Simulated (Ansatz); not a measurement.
Functionals compared on a constructed model of the (111) surface of fcc Au, a pseudomorphic layer of Nb in the host's stacking (bottom of the slab: a bare face, its two planes held), in Ansatz (plane waves, PAW). The structure was relaxed with PBE; the other rows are single points on it. Cutoff 420 eV (500 eV for r2SCAN).

Slab: 7 atoms, 14.6 Å thick at the start; k 15x15x1, smearing 0.1 eV, dipole-corrected; 2 atoms held, the rest relaxed; symmetry of the start imposed; no spin, no spin-orbit, no U. In PBE it is, or lies within 0.01 eV a 1x1 cell of, the lowest of the 2 structures of its composition computed so far; larger cells were not tried. These notes are the PBE run's.

```
functional  work function of the top face (eV)          rough cost of the single point
----------  ----------------------------------  --------------------------------------
PBE                                       4.97                                       –
RPBE                                      4.82  about 21 core-seconds (a rough figure)
r2SCAN                                    5.02          around 50 core-seconds (rough)
```

Ansatz is a first-principles code.
